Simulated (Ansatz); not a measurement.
# fcc Rh (1 1 1) on zinc-blende InSb (1 1 1) (film strained to the substrate, started from cuts of the bulks and a machine-learned relaxation; slabs In4Sb4 and Rh15, which can lie off the formulas)

A periodic stack without vacuum, fcc Rh (1 1 1) on zinc-blende InSb (1 1 1) (film strained to the substrate, started from cuts of the bulks and a machine-learned relaxation; slabs In4Sb4 and Rh15, which can lie off the formulas): substrate slab In4Sb4, film Rh15, surface cells [[0, -1], [1, -1]] and [[1, -2], [2, -1]], film strained by +0.1 and +0.1 %, outermost planes Sb/In and Rh/Rh as cut, which need not be the usual terminations and can put a slab off its formula.

The start was prepared with a machine-learned potential, and the result is one local minimum, with the in-plane cell held and forces under 0.04 eV/Å; the film can end far from its bulk form.

All values below come from PBE (plane waves to 420 eV, PAW; Ansatz, an electronic-structure program). Scalar-relativistic, without spin–orbit coupling; the runs are not spin-polarised. Its k-point mesh 8×8×1, Fermi–Dirac width 0.05 eV.

| Property | Result |
|---|---|
| interface area | 19.1 Å² |
| period | 27.35 Å |
| heights between the nearest atoms of the two slabs at the two interfaces | 2.14 and 2.00 Å |
| In–Rh contacts across the interfaces within 1.22 times the sum of covalent radii | 3, mean 2.69 Å |
| Rh–Sb contacts across the interfaces within 1.22 times the sum of covalent radii | 3, mean 2.57 Å |

```yaml
crystal:
  lattice:
    - [4.69298, -0.00043, 0.06680]
    - [2.34613, 4.06406, 0.08837]
    - [0.39705, 1.05521, 27.37638]
  atoms:
    - { symbol: In, position: [0.88577, 0.03361, 0.14057] }
    - { symbol: In, position: [0.21923, 0.31908, 0.28043] }
    - { symbol: In, position: [0.55363, 0.60390, 0.42033] }
    - { symbol: In, position: [0.88910, 0.89404, 0.55952] }
    - { symbol: Sb, position: [0.89221, 0.06312, 0.03347] }
    - { symbol: Sb, position: [0.21935, 0.35498, 0.17480] }
    - { symbol: Sb, position: [0.55281, 0.64025, 0.31515] }
    - { symbol: Sb, position: [0.88731, 0.92498, 0.45537] }
    - { symbol: Rh, position: [0.54708, 0.86574, 0.63831] }
    - { symbol: Rh, position: [0.89074, 0.20948, 0.63772] }
    - { symbol: Rh, position: [0.23441, 0.52210, 0.63829] }
    - { symbol: Rh, position: [0.22434, 0.17019, 0.71834] }
    - { symbol: Rh, position: [0.55846, 0.50322, 0.71828] }
    - { symbol: Rh, position: [0.89145, 0.83746, 0.71753] }
    - { symbol: Rh, position: [0.89213, 0.47522, 0.79880] }
    - { symbol: Rh, position: [0.22446, 0.80926, 0.79884] }
    - { symbol: Rh, position: [0.55998, 0.14168, 0.79878] }
    - { symbol: Rh, position: [0.55976, 0.78045, 0.87971] }
    - { symbol: Rh, position: [0.89292, 0.11335, 0.87921] }
    - { symbol: Rh, position: [0.22573, 0.44690, 0.87974] }
    - { symbol: Rh, position: [0.23678, 0.08496, 0.95998] }
    - { symbol: Rh, position: [0.54982, 0.42864, 0.95978] }
    - { symbol: Rh, position: [0.89354, 0.74146, 0.96045] }
```
